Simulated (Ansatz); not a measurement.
A periodic model of amorphous Si$_{16}$O$_{24}$C$_{16}$H$_{40}$:

```xyz
96
Lattice="11.3829 0.0000 0.0000 0.0000 11.3829 0.0000 0.0000 0.0000 11.3829" Properties=species:S:1:pos:R:3 pbc="T T T"
Si     9.4598     6.6766     5.3452
Si     3.7268     4.6916     6.1568
Si     4.2625     9.2863     1.0223
Si     7.4899     2.6953    11.1857
Si     7.0411    10.7415     7.5149
Si     5.1738     7.1110     1.4300
Si     8.5148     3.6914     6.0614
Si     8.0566     8.5611     9.5082
Si     3.8046     5.4698     3.6984
Si     7.7061     2.3175     8.8201
Si     0.6598     1.1306     8.8970
Si     4.7832     8.6381     8.2146
Si     4.4116     7.8635     5.8820
Si     1.4976     4.1680     8.3055
Si     9.8160     4.6271     8.7355
Si     2.2572    10.8031     9.1401
O      9.9039     4.3424    10.3658
O      3.8127     6.2871     5.3212
O      5.6678     9.8481     7.4026
O      6.0986     6.3661     0.2989
O      6.5201     7.8187     9.0553
O      5.6877     8.6758     1.7560
O      8.9394     2.5003     5.0065
O      0.4192     4.1565     2.6036
O      3.2204     9.9449     2.0884
O      7.9970     9.9536     8.6496
O      4.9734     6.2145     2.7730
O     11.3668     4.7927     8.2219
O     11.1924     1.1387    10.3028
O      1.4305     2.5507     8.5385
O      2.0212    10.0272    10.6034
O      6.8878     3.8197     6.0734
O      3.2087     8.9246     5.4078
O      9.3064     5.0624     5.6609
O      2.2531     4.4905     6.8807
O      6.7921     3.3532     9.7938
O      9.1736     6.9150     3.7498
O      8.4284     1.6502    10.2270
O      3.7951     7.7055     0.6947
O      8.0827     9.2533     2.9864
C      8.0149    10.8178     5.9363
C     11.1883     7.2089     5.8038
C      3.9046     2.5810     4.0502
C      1.2751     4.9442     2.6901
C      2.2484     5.8243     2.7888
C      3.6987     0.9263     2.1434
C      7.9880     4.2218     2.2210
C      4.0491     3.9191     4.5653
C      6.5706     1.0858     8.0186
C      9.3962     4.6523     0.2022
C     10.3015     2.1763     4.7149
C      3.8982     2.2357     2.7300
C      9.2704    10.3650     5.8102
C      8.3800     3.9777     0.7836
C      8.9982     3.2098     7.8165
C      3.4096    11.1482     2.7647
H     10.3453     1.7354     3.7105
H      8.4545     5.1274     2.6301
H     10.6832     1.4421     5.4417
H      9.7961     2.4547     7.6721
H      7.8519     9.6611     3.8389
H      8.2955     3.3755     2.8519
H      7.2167     9.1211     2.5310
H      3.6538    11.3311     9.0589
H      8.4398     7.3936     6.1795
H     11.3595     8.2373     5.4562
H      5.5015     8.1390     4.8945
H      7.5762    11.3745     5.0988
H     11.3585     7.1607     6.8874
H      1.3090    10.4180    11.1361
H      5.7320     0.9982     8.7307
H      9.7754     9.8508     6.6294
H     10.9451     3.0663     4.7273
H      6.1565     1.5628     7.1141
H      4.6583    10.1472    11.2778
H      2.0689     9.8366     8.0050
H      3.7755     0.8901     1.0524
H      6.2759     7.1224     9.7121
H      2.4400     8.9726     5.9976
H     10.2235     1.3361    10.3092
H      9.9447     5.4483     0.7202
H      9.8476    10.4884     4.8904
H      6.7760     5.7066     0.5422
H      3.7928     1.7747     4.7858
H      2.2382     4.7941     9.4219
H      4.6927     4.8345     7.2776
H      9.1091     5.9217     8.5353
H      2.1585     6.7168     2.1624
H     11.1149     0.8535     7.7463
H      3.2637    11.0250     3.8378
H      6.8977     4.3034     2.3515
H      8.7729     7.7814     3.4541
H      4.0384     3.0399     1.9991
H      0.5475     6.5655     5.3123
H      6.2874     3.8872     5.2995
H      6.5230     1.9464     0.6530
```

Calculation: PBE, scalar-relativistic without spin-orbit coupling (plane waves to 420 eV, PAW; Ansatz, a first-principles code).

The cell was made by melting and quenching with the CHGNet potential and then relaxed with DFT. O atoms were pushed apart under 1.9 Å during the dynamics, to hinder bonds among them. The hot cell started wider than the set density and was brought back towards it in steps. It is the lowest in DFT energy of 2 quenches. It is a model cell: composition and starting density were chosen by hand, and all elements were melted together. No dispersion term was used. Its density started from a set value of 1.20 and ended at 1.20 g/cm³. The quench (nominally 340 K/ps over its main leg) was far faster than any real one, so the model tends to hold more defects than a real film. A cell of this size samples the disorder only roughly. The volume was held where the preparation left it, at a PBE pressure of 0.1 GPa. Cycles of charging lowered its energy after that relaxation.

Neighbours within Si-Si 2.60 Å, Si-O 2.26 Å, Si-C 2.19 Å, Si-H 1.72 Å, O-O 1.58 Å, O-C 1.62 Å, O-H 1.22 Å, C-C 1.78 Å, C-H 1.32 Å, H-H 0.90 Å count as bonded. Two cations that share two anions don't count as bonded, nor two that share one unless they lie closer than Si-Si 2.38 Å, Si-C 2.00 Å, C-C 1.63 Å.

Q: Give the coordination numbers, mean bond lengths and angles.

A: 
The mean coordination of Si is 3.81 (1 with 2, 1 with 3, 14 with 4) and the mean coordination of O is 2.04 (1 with 1, 21 with 2, 2 with 3). The mean coordination of C is 3.25 (1 with 2, 10 with 3, 5 with 4), the mean coordination of H is 1.00 (40 with 1) and the mean Si-O bond is 1.687 Å (spread 0.084 Å, 36 counted). The mean C-H bond comes out as 1.098 Å (spread 0.004 Å, 21 counted) and the mean C-C bond is 1.390 Å (spread 0.063 Å, 8 counted). The mean Si-C bond is 1.849 Å (spread 0.028 Å, 11 counted). The bond angle at Si is mean 108.7°, spread 8.1° and the bond angle at O comes out as mean 122.5°, spread 20.1°. The bond angle at C comes out as mean 115.6°, spread 11.4°.

Q: Which atoms depart from the most common coordination of their element?

A: Si8 has 2 (O26 1.64 Å, O21 1.77 Å); Si12 has 3 (O19 1.70 Å, O21 2.10 Å, Si13 2.49 Å); O18 has 3 (Si13 1.78 Å, Si2 1.80 Å, Si9 1.82 Å); O21 has 3 (H78 0.99 Å, Si8 1.77 Å, Si12 2.10 Å); O24 has 1 (C44 1.17 Å); C42 has 4 (H69 1.10 Å, H94 1.10 Å, H66 1.10 Å, Si1 1.87 Å); C44 has 2 (O24 1.17 Å, C45 1.32 Å); C47 has 4 (H58 1.10 Å, H62 1.10 Å, H91 1.10 Å, C54 1.51 Å); C49 has 4 (H74 1.10 Å, H71 1.10 Å, Si10 1.86 Å, Si5 1.86 Å); C51 has 4 (H57 1.10 Å, H73 1.10 Å, H59 1.10 Å, O23 1.43 Å); C55 has 4 (H60 1.11 Å, Si10 1.86 Å, Si15 1.88 Å, Si7 1.88 Å).
